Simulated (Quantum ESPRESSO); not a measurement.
A user runs Quantum ESPRESSO on Mg5Cu (P-62m, 6 atoms in the cell) and asks whether the run is sound. The aim is a self-consistent single point with DFT, LDA (PZ), plane waves, GBRV 1.5 ultrasoft (LDA) pseudopotentials.

This input was run:

```fortran
&control
   calculation = 'scf'
   outdir = './work'
   pseudo_dir = './'
   tprnfor = .true.
   tstress = .true.
/
&system
   ibrav = 0
   nat = 6
   ntyp = 2
   ecutwfc = 50
   ecutrho = 400
   occupations = 'smearing'
   smearing = 'gaussian'
   degauss = 0.0036749
/
&electrons
   conv_thr = 1.0d-9
/
ATOMIC_SPECIES
Mg    24.3050  mg_lda_v1.4.uspp.F.UPF
Cu    63.5460  cu_lda_v1.2.uspp.F.UPF
ATOMIC_POSITIONS crystal
Mg    0.666666667    0.333333333    0.500000000
Mg    0.333333333    0.666666667    0.500000000
Mg    0.316560000    0.000000000    0.000000000
Mg    0.683440000    0.683440000    0.000000000
Mg    0.000000000    0.316560000    0.000000000
Cu    0.000000000    0.000000000    0.500000000
K_POINTS automatic
6 6 6  1 1 1
CELL_PARAMETERS bohr
   5.231887678     0.000000000     0.000000000
  -2.615943839     4.530947639     0.000000000
   0.000000000     0.000000000     4.808158680
```

Output (repeated stretches shortened):

```
     Message from routine setup:
     using ibrav=0 with symmetry is DISCOURAGED, use correct ibrav instead
     G-vector sticks info
     --------------------
     sticks:   dense  smooth     PW     G-vecs:    dense   smooth      PW
   [... lines left out ...]

     site n.     atom                  positions (alat units)
         1        Mg     tau(   1) = (   0.5000000   0.2886751   0.4595052  )
         2        Mg     tau(   2) = (  -0.0000000   0.5773503   0.4595052  )
         3        Mg     tau(   3) = (   0.3165600   0.0000000   0.0000000  )
         4        Mg     tau(   4) = (   0.3417200   0.5918764   0.0000000  )
         5        Mg     tau(   5) = (  -0.1582800   0.2741490   0.0000000  )
         6        Cu     tau(   6) = (   0.0000000   0.0000000   0.4595052  )

     number of k points=    36  Gaussian smearing, width (Ry)=  0.0037
                       cart. coord. in units 2pi/alat
        k(    1) = (   0.0833333   0.1443376   0.0906773), wk =   0.0370370
        k(    2) = (   0.0833333   0.1443376   0.2720318), wk =   0.0370370
        k(    3) = (   0.0833333   0.1443376   0.4533863), wk =   0.0370370
   [... 33 lines left out ...]

     Dense  grid:    15475 G-vectors     FFT dimensions: (  36,  36,  32)

     Smooth grid:     5403 G-vectors     FFT dimensions: (  24,  24,  24)

     Initial potential from superposition of free atoms

     starting charge      66.4990, renormalised to      69.0000
     Self-consistent Calculation

     iteration #  1     ecut=    50.00 Ry     beta= 0.70

     total energy              =   -1010.74035420 Ry
     estimated scf accuracy    <       1.17236037 Ry

     iteration #  2     ecut=    50.00 Ry     beta= 0.70

     total energy              =   -1010.88829519 Ry
     estimated scf accuracy    <       0.10612548 Ry

     iteration #  3     ecut=    50.00 Ry     beta= 0.70

     total energy              =   -1010.89428891 Ry
     estimated scf accuracy    <       0.15169649 Ry

   [... 4 blocks of this kind left out ...]

     iteration #  8     ecut=    50.00 Ry     beta= 0.70

     total energy              =   -1010.92834035 Ry
     estimated scf accuracy    <       0.00000006 Ry

     iteration #  9     ecut=    50.00 Ry     beta= 0.70
     End of self-consistent calculation

     the Fermi energy is    60.0552 ev

!    total energy              =   -1010.92834036 Ry
     estimated scf accuracy    <          7.6E-10 Ry
     smearing contrib. (-TS)   =      -0.00009863 Ry
     internal energy E=F+TS    =   -1010.92824173 Ry

     convergence has been achieved in   9 iterations

     Forces acting on atoms (cartesian axes, Ry/au):

     atom    1 type  1   force =     0.00000000    0.00000000    0.00000000
     atom    2 type  1   force =     0.00000000    0.00000000    0.00000000
     atom    3 type  1   force =     0.25297268    0.00000000    0.00000000
     atom    4 type  1   force =    -0.12648634   -0.21908077    0.00000000
   [... lines left out ...]

     Total force =     0.438162     Total SCF correction =     0.000088

          total   stress  (Ry/bohr**3)                   (kbar)     P=    40359.11
   0.27175083   0.00000000   0.00000000        39975.93        0.00        0.00
   0.00000000   0.27175083  -0.00000000            0.00    39975.93       -0.00
   0.00000000  -0.00000000   0.27956534            0.00       -0.00    41125.48

   JOB DONE.
```

Problem. Can these results be used? Check the input.

Solution. The run is not sound. The fault is this: cell lengths typed in angstrom where bohr is read. 1 bohr is 0.529 Å, so a mix-up scales every length by 1.89 or 0.529 and the volume by 6.75 or 0.148. To fix it, give the lengths in the unit that the key or card expects. The run converged in 9 iterations without an error; against the sound input the free energy rises by 40.6 eV/atom, the pressure goes from -1.06 to 4036 GPa and the largest force goes from 0.045 to 6.504 eV/Å.

An input that runs soundly differs in these lines (not the only fix; some lines may just follow from the change or write a value another way):
```diff
-CELL_PARAMETERS bohr
-   5.231887678     0.000000000     0.000000000
-  -2.615943839     4.530947639     0.000000000
-   0.000000000     0.000000000     4.808158680
+CELL_PARAMETERS angstrom
+   5.231888048     0.000000000     0.000000000
+  -2.615944024     4.530947959     0.000000000
+   0.000000000     0.000000000     4.808158000
```

With that input, the run converged in 12 iterations: free energy E − TS -13998.1747 eV; Fermi level (on the code's own zero) 7.07 eV; pressure -1.06 GPa; largest force (vector length) 0.045 eV/Å (DFT, LDA (PZ), plane waves, GBRV 1.5 ultrasoft (LDA) pseudopotentials).

On the sound input: the starting cell comes from a database of computed structures (which also holds hypothetical and non-ambient phases and stackings), without a prior relaxation at this level. Its lattice was rescaled by a random factor within 2.5 % of one. Spin polarisation is off.
